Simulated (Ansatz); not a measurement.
For MoGe₂ (I4/mmm, No. 139, 3 atoms in the cell; start mp-10201), PBEsol (PAW; Ansatz, an electronic-structure program) gives:

```
Item                              Value
------------------------------  -------
equilibrium lattice constant a  3.297 Å
c axis length                   8.189 Å
```

Q: What does r²SCAN-D4 (Ansatz, PAW) give for the same quantities?

A: 
- lattice constant a: 3.309 Å (grows by 0.4 %)
- lattice parameter c: 8.170 Å (decreases by 0.2 %)

Changes are worked out from the printed values.

Unless a cell is named, each level is at its own relaxed cell (PBEsol 14.84, r²SCAN-D4 14.91 Å³/atom).

Caveats: the relaxation could not lower the start's symmetry, so the cell can be a saddle point above a distorted one (PBEsol, r²SCAN-D4). Ansatz's density-functional and Hartree–Fock values are scalar-relativistic unless marked +SOC, with PAW data made under PBE.

A start named mp-… is a Materials Project structure, which need not be a measured phase.
